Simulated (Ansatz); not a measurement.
Take CrI$_{3}$ in the BiI3 type structure (space group R-3, No. 148; a = 6.818 Å, c = 19.476 Å (hexagonal axes); ferromagnetic; layered, stacked along the Cartesian z axis) as the base.

Level of theory: DFT with PBE-D3(BJ), PAW potentials and a 420 eV plane-wave cutoff in Ansatz (a program for electronic structure), scalar-relativistic without spin-orbit coupling, earlier PAW set.

Base values:

| Property | Value |
|---|---|
| Band gap | 1.09 eV |
| Gap character | indirect, k = (0.167, 0.167, -1/3) in the run's primitive reciprocal basis → T |

Now apply this change: every lattice vector is stretched by 4.51 %; the atoms relax in the strained cell.

Question: How does this affect the largest internal atomic displacement?

Answer: The largest internal atomic displacement comes out as 0.128 Å.

Question: Estimate the effect on the band gap.

Answer: The band gap grows by 0.078 eV (1.09 eV → 1.16 eV).

Question: What does the calculation give for the gap character after the change?

Answer: The gap character becomes indirect, L → T (base: indirect, k = (0.167, 0.167, -1/3) in the run's primitive reciprocal basis → T).

Other magnetic orders, which the real material may have, were not ruled out. Spin-orbit coupling, missing from the scalar runs, can matter with I. No phonon test of stability was made.
